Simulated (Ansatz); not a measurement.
Start from ZnSnAs2 in the chalcopyrite structure (space group I-42d, No. 122; a = 5.839 Å, c = 11.737 Å). Axes: x, y, z lie along a, b, c of the conventional cell.

The values are results of PBEsol/PAW in Ansatz (a first-principles code), no spin-orbit coupling, not measurements.

Before the change:

The pressure is 0.0 GPa. The shortest interatomic distance is 2.449 Å.

The change: biaxial strain +2.25 %, plane normal [001], relaxed out of plane (Cartesian); in-plane vectors clamped, the third vector and the atoms free.

How does this affect the energy relative to the base, pressure and shortest interatomic distance?

The energy grows by 6.6 meV/atom; the pressure (mean of the normal stresses, compression positive) goes from zero to -1.2 GPa; the shortest interatomic distance grows by 0.022 Å (2.449 Å → 2.471 Å).

Whether these cells are dynamically stable was not tested. The final runs are not spin-polarised.
